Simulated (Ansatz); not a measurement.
Consider GaAs in the zinc blende structure (space group F-43m, No. 216; a = 5.667 Å). Axes: x, y, z lie along the cube axes.

The values are results of r2SCAN (Ansatz, a program for electronic structure; PAW; 500 eV plane waves; no SOC), not measurements.

Free-standing slabs (2 atom(s) a layer) normal to [110] with 15 Å of vacuum; in-plane cell held at bulk.

One change was made to it. Results:

The shortest interatomic distance falls by 0.035 Å (2.454 Å → 2.419 Å); the excess energy per area of both faces (slab less bulk energy over the cell's area: twice a surface energy) comes out as 1.42 J/m²; the band gap grows by 0.35 eV (0.96 eV → 1.31 eV); the valence-band top at Γ (three highest levels, from the VBM) goes from 0.00, 0.00, 0.00 eV to 0.00, -0.54, -0.69 eV; the gap character comes out as indirect, Γ → Γ–X (83 % along).

**Question.** What was done to the base?
(A) 5 layers
(B) 6 layers
(C) 7 layers
(D) 4 layers

**Answer.** D, 4 layers. For comparison, the band gap in the other runs: 7 layers gives 1.07 eV; 5 layers gives 1.06 eV; 6 layers gives 1.23 eV.

The excess energy carries the mismatch between the slab's and the bulk's meshes. Whether these cells are dynamically stable was not tested. k-point labels follow each cell's own Brillouin zone.
